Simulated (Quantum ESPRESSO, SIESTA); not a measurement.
A SIESTA input for a self-consistent single point of GaFe3 (Pm-3m, 4 atoms in the cell) (DFT, LDA PW92, numerical atomic orbitals DZP, PseudoDojo LDA standard norm-conserving potentials (rewritten from UPF to PSML)):

```
# files in the folder: Ga.psml Fe.psml (PseudoDojo LDA standard)
SystemName  GaFe3
SystemLabel GaFe3

NumberOfAtoms                4
NumberOfSpecies              2
%block ChemicalSpeciesLabel
  1 31 Ga
  2 26 Fe
%endblock ChemicalSpeciesLabel
LatticeConstant              1.0 Bohr
%block LatticeVectors
     6.737381971    0.000000000    0.000000000
     0.000000000    6.737381971    0.000000000
     0.000000000    0.000000000    6.737381971
%endblock LatticeVectors
AtomicCoordinatesFormat      Ang
%block AtomicCoordinatesAndAtomicSpecies
     0.000000000    0.000000000    0.000000000  1
     0.000000000    1.782634500    1.782634500  2
     1.782634500    0.000000000    1.782634500  2
     1.782634500    1.782634500    0.000000000  2
%endblock AtomicCoordinatesAndAtomicSpecies

XC.functional                LDA
XC.authors                   PW92
PAO.BasisSize                DZP
PAO.EnergyShift              0.01 Ry
MeshCutoff                   350 Ry
%block kgrid.MonkhorstPack
    6   0   0  0.0
    0   6   0  0.0
    0   0   6  0.0
%endblock kgrid.MonkhorstPack
OccupationFunction           MP
OccupationMPOrder            0
ElectronicTemperature        272.0 meV
Spin                         polarized
%block DM.InitSpin
  1 +0.00
  2 +4.00
  3 +4.00
  4 +4.00
%endblock DM.InitSpin

MaxSCFIterations             150
SCF.Mixer.Method             Pulay
SCF.Mixer.Weight             0.1
SCF.Mixer.History            8
SCF.DM.Tolerance             1.0E-04
Diag.ParallelOverK           true
WriteForces                  true
Charge.Mulliken              end
```

**Question.** Write the same calculation as an input for Quantum ESPRESSO.

**Answer.** One input that does it (others would too):

```fortran
&CONTROL
   calculation = 'scf',
   prefix = 'GaFe3',
   outdir = './work',
   pseudo_dir = './',
   verbosity = 'high',
   tprnfor = .true.,
   tstress = .true.,
/
&SYSTEM
   ibrav = 0,
   nat = 4,
   ntyp = 2,
   ecutwfc = 50,
   ecutrho = 400,
   occupations = 'smearing',
   smearing = 'gauss',
   degauss = 0.019992,
   nspin = 2,
   starting_magnetization(2) = 0.250,
/
&ELECTRONS
   conv_thr = 1.0d-9,
   mixing_beta = 0.5,
/
ATOMIC_SPECIES
Ga    69.7230  ga_lda_v1.4.uspp.F.UPF
Fe    55.8450  fe_lda_v1.5.uspp.F.UPF
CELL_PARAMETERS {angstrom}
   3.5652690000     0.0000000000     0.0000000000
   0.0000000000     3.5652690000     0.0000000000
   0.0000000000     0.0000000000     3.5652690000
ATOMIC_POSITIONS {crystal}
Ga    0.0000000000    0.0000000000    0.0000000000
Fe    0.0000000000    0.5000000000    0.5000000000
Fe    0.5000000000    0.0000000000    0.5000000000
Fe    0.5000000000    0.5000000000    0.0000000000
K_POINTS {automatic}
6 6 6  0 0 0
```

Basis, cutoffs, solver keys and any potentials are the target program's own. This input uses DFT, LDA (PZ), plane waves, GBRV 1.5 ultrasoft (LDA) pseudopotentials. LDA parametrisations can differ slightly between programs. Both were run: pressure -3.84 GPa in SIESTA and -2.86 in Quantum ESPRESSO; size of the net moment 1.64 μB/atom in SIESTA and 1.64 in Quantum ESPRESSO.

On Quantum ESPRESSO: the starting cell comes from a database of computed structures (which also holds hypothetical and non-ambient phases and stackings), without a prior relaxation at this level. For this run, on top of that: lattice scaled by 0.98. The magnetic order is the one reached from the typed start; others were not searched systematically.

On SIESTA: the starting cell comes from a database of computed structures (which also holds hypothetical and non-ambient phases and stackings), without a prior relaxation at this level. For this run, on top of that: lattice scaled by 0.98. The magnetic order is the one reached from the typed start; others were not searched systematically. Values carry the incompleteness of an atom-centred basis. With a pressure of about -4 GPa the cell is away from its equilibrium volume at this level.
